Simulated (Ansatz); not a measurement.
**A computed series for BAs: pressure series**

Base system: BAs in the zinc blende structure (space group F-43m, No. 216; a = 4.809 Å).

Cell and atoms are relaxed at each pressure.

All numbers come from DFT with PBE, PAW potentials and a 420 eV plane-wave cutoff in Ansatz (a program for electronic structure), scalar-relativistic without spin-orbit coupling.

```json
[
 {"P (GPa)": "-1.99", "V (Å³/atom)": "14.124"},
 {"P (GPa)": "-0.99", "V (Å³/atom)": "14.011"},
 {"P (GPa)": "0.90", "V (Å³/atom)": "13.811"},
 {"P (GPa)": "2.10", "V (Å³/atom)": "13.691"},
 {"P (GPa)": "4.50", "V (Å³/atom)": "13.466"},
 {"P (GPa)": "8.98", "V (Å³/atom)": "13.090"},
 {"P (GPa)": "15.00", "V (Å³/atom)": "12.655"},
 {"P (GPa)": "22.50", "V (Å³/atom)": "12.197"},
 {"P (GPa)": "30.00", "V (Å³/atom)": "11.805"}
]
```

A third-order Birch–Murnaghan fit to these points gives V₀ = 13.90 Å³/atom, B₀ = 132 GPa and B₀′ = 4.0. At pressure 30 GPa the volume is 84.9 % of V₀.

Load acts through the strain it causes; cell and atoms are relaxed under it. Stability against distortions was not tested. Competing high-pressure phases were not computed.
